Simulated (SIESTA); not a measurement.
Band structure of Mg6GaB (Amm2, 8 atoms in the cell).

```yaml
crystal:
  lattice:
    - [4.04488, 0.00000, 0.00000]
    - [0.00000, 4.01985, 4.79101]
    - [0.00000, -4.01985, 4.79101]
  atoms:
    - { symbol: Mg, position: [0.00000, 0.84132, 0.38510] }
    - { symbol: Mg, position: [0.00000, 0.38510, 0.84132] }
    - { symbol: Mg, position: [0.00000, 0.35758, 0.35758] }
    - { symbol: Mg, position: [0.50000, 0.68792, 0.05018] }
    - { symbol: Mg, position: [0.50000, 0.05018, 0.68792] }
    - { symbol: Mg, position: [0.50000, 0.13063, 0.13063] }
    - { symbol: Ga, position: [0.50000, 0.56356, 0.56356] }
    - { symbol: B, position: [0.00000, 0.98372, 0.98372] }
```

Level of theory: GGA PBEsol, numerical atomic orbitals TZP, PseudoDojo PBEsol standard norm-conserving potentials (rewritten from UPF to PSML) in SIESTA.

Settings: XC.functional = GGA; XC.authors = PBEsol; potentials = PseudoDojo PBEsol standard; PAO.BasisSize = TZP; PAO.EnergyShift = 0.005 Ry; MeshCutoff = 400 Ry; kgrid.MonkhorstPack = 5 3 3; OccupationFunction = FD; ElectronicTemperature = 580.23 K; MaxSCFIterations = 150; SCF.Mixer.Method = Pulay; SCF.Mixer.Weight = 0.1; SCF.Mixer.History = 8; SCF.DM.Tolerance = 1.0E-04.

The starting cell comes from a database of computed structures (which also holds hypothetical and non-ambient phases and stackings), without a prior relaxation at this level. Values carry the incompleteness of an atom-centred basis.

Levels in eV from the Fermi level, bands 34 to 39:
```
point     34     35     36     37     38     39
-----  -----  -----  -----  -----  -----  -----
Γ      -3.16  -2.14  -1.79  -0.72  -0.35   1.12
X      -0.96  -0.57  -0.42  -0.20   0.72   0.97
S      -3.11  -2.83  -0.47  -0.02   0.73   0.91
R      -2.18  -2.15  -1.58  -1.54  -1.31  -0.96
A      -3.55  -3.44  -2.94  -2.89   1.10   1.12
Z      -2.28  -2.27  -1.89  -1.79  -0.82  -0.73
Y      -0.67  -0.42  -0.26  -0.20   0.80   1.04
X1     -0.96  -0.57  -0.42  -0.20   0.72   0.97
A1     -3.55  -3.44  -2.94  -2.89   1.10   1.12
T      -3.56  -3.49  -3.28  -3.20   1.20   1.47
```

Bands cross the Fermi level along this path, so the cell is metallic at this level.

Higher empty bands are left out: an atom-centred basis made for the valence describes them poorly.
